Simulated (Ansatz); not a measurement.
The reference is TaAs (space group I4_1md, No. 109; a = 3.442 Å, c = 11.712 Å).

The other end (x = 1) is TaBi (space group I4_1md, No. 109; a hypothetical phase, not in the database extracts checked): 22.82 Å³/atom, gap zero; this end may not be an ambient phase.

Level of theory: r2SCAN (Ansatz, a first-principles code, PAW, no spin-orbit coupling).

Bi replaces a fraction x of As; each row is one arrangement (x, atoms in the cell, starting space group or random), fully relaxed.

One change was made to it. Results:

The deviation of the volume from the linear (Vegard-type) interpolation is +0.3 %; the mixing energy comes out as +0.12 eV/atom (to 0.01 eV only: unlike meshes or grids) (against an end that may be hypothetical); the shortest interatomic distance grows by 0.0175 Å, from 2.609 Å to 2.627 Å.

**Question.** Which change produced these results?
A. x(Bi) = 0.75, 8 atoms, Cm
B. x(Bi) = 0.5, 4 atoms, Imm2
C. x(Bi) = 0.5, 8 atoms, Pc

**Answer.** C, x(Bi) = 0.5, 8 atoms, Pc. For comparison, the mixing energy in the other runs: x(Bi) = 0.5, 4 atoms, Imm2 gives +0.05 eV/atom; x(Bi) = 0.75, 8 atoms, Cm gives +0.02 eV/atom.

These are small ordered cells, not random alloys; other orderings at the same x differ. Spin-orbit coupling, missing from the scalar runs, can matter with Bi and Ta. Stability against distortions was not tested. The final runs are not spin-polarised. The zero or small gap of Ta2BiAs, TaAs and Ta4Bi3As can change with the level of theory.
